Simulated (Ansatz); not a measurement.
MgSnO₃ (R-3, No. 148, 10 atoms in the cell; start mp-1176491), treated with HSE06 (plane waves, PAW; Ansatz, a first-principles code).

Run with plane-wave cutoff 460 eV, 6×6×6 k mesh, Fermi–Dirac smearing 0.01 eV, scalar-relativistic PAW data made under PBE.

Cell (relaxed with PBEsol):

```
CELL_PARAMETERS angstrom
      2.63928     1.52379     4.70228
     -2.63928     1.52379     4.70228
      0.00000    -3.04758     4.70228
ATOMIC_POSITIONS crystal
  Mg 0.35685 0.35685 0.35685
  Mg 0.64315 0.64315 0.64315
  Sn 0.14732 0.14732 0.14732
  Sn 0.85268 0.85268 0.85268
  O  0.04784 0.44860 0.75634
  O  0.95216 0.55140 0.24366
  O  0.44860 0.75634 0.04784
  O  0.55140 0.24366 0.95216
  O  0.75634 0.04784 0.44860
  O  0.24366 0.95216 0.55140
```

Q: Estimate the band gap and smallest direct gap on the k points sampled that the calculation returns.

A: 
- band gap: 4.43 eV (on the SCF k mesh)
- smallest direct gap on the k points sampled: 4.64 eV

Note: cell and atoms aren't relaxed at this level (pressure -2.5 GPa).

Spin–orbit coupling is not included.

The computed numbers hold no vibrational or temperature effects.

It cost very roughly 17 core-minutes of CPU time.

A start named mp-… is a Materials Project structure, which need not be a measured phase.
